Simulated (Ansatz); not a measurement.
Base system: Co in the hcp (Mg type) structure (space group P6_3/mmc, No. 194; ferromagnetic).

```
Co
1.0
    2.45722     0.00000     0.00000
   -1.22861     2.12801     0.00000
    0.00000     0.00000     3.96868
Co
2
Direct
  0.33333   0.66667   0.25000
  0.66667   0.33333   0.75000
```

Computed with PBEsol (Ansatz, an electronic-structure program; PAW; 420 eV plane waves; scalar-relativistic without spin-orbit coupling).

One change was made to it. Results:

```json
[
 {"quantity": "largest site moment", "base": "1.64 μB", "after": "1.61 μB"},
 {"quantity": "shortest interatomic distance", "base": "2.439 Å", "after": "2.409 Å"},
 {"quantity": "c/a ratio", "base": "1.615", "after": "1.615"},
 {"quantity": "magnetic state", "base": "ferromagnetic", "after": "ferromagnetic"}
]
```

Task: Which change produced these results?
(A) pressure −1 GPa
(B) pressure 0.7 GPa
(C) pressure 10 GPa
(D) pressure 5 GPa
(E) pressure 0.3 GPa

Result: C, pressure 10 GPa. For comparison, the shortest interatomic distance in the other runs: pressure −1 GPa gives 2.443 Å; pressure 0.7 GPa gives 2.437 Å; pressure 0.3 GPa gives 2.438 Å; pressure 5 GPa gives 2.424 Å.

The magnetic state is the one reached from the starting moments; the real material's order can differ, and small cells can't hold many antiferromagnetic ones. Load acts through the strain it causes; cell and atoms are relaxed under it. Whether these cells are dynamically stable was not tested. Competing high-pressure phases were not computed.
